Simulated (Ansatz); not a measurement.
Take KTaO3 in the cubic perovskite structure (space group Pm-3m, No. 221) as the base.

```yaml
crystal:
  lattice:
    - [4.02442, 0.00000, 0.00000]
    - [0.00000, 4.02442, 0.00000]
    - [0.00000, 0.00000, 4.02442]
  atoms:
    - { symbol: K, position: [0.00000, 0.00000, 0.00000] }
    - { symbol: Ta, position: [0.50000, 0.50000, 0.50000] }
    - { symbol: O, position: [0.00000, 0.50000, 0.50000] }
    - { symbol: O, position: [0.50000, 0.50000, 0.00000] }
    - { symbol: O, position: [0.50000, 0.00000, 0.50000] }
```

All numbers come from PBE (Ansatz, a program for electronic structure, PAW, no spin-orbit coupling).

One change was made to it. Results:

The band gap increases by 0.27 eV (2.16 eV → 2.43 eV); the volume per atom decreases by 1.493 Å³ to 11.54 Å³; the smallest direct gap rises by 0.18 eV to 2.96 eV.

Q: Which change produced these results?
A) pressure 15 GPa
B) pressure 100 GPa
C) pressure −2 GPa
D) pressure 30 GPa

A: D, pressure 30 GPa. For comparison, the band gap in the other runs: pressure 100 GPa gives 2.71 eV; pressure 15 GPa gives 2.32 eV; pressure −2 GPa gives 2.14 eV.

Spin-orbit coupling, missing from the scalar runs, can matter with Ta. Load acts through the strain it causes; cell and atoms are relaxed under it. Whether these cells are dynamically stable was not tested. No other phases were tried under pressure.
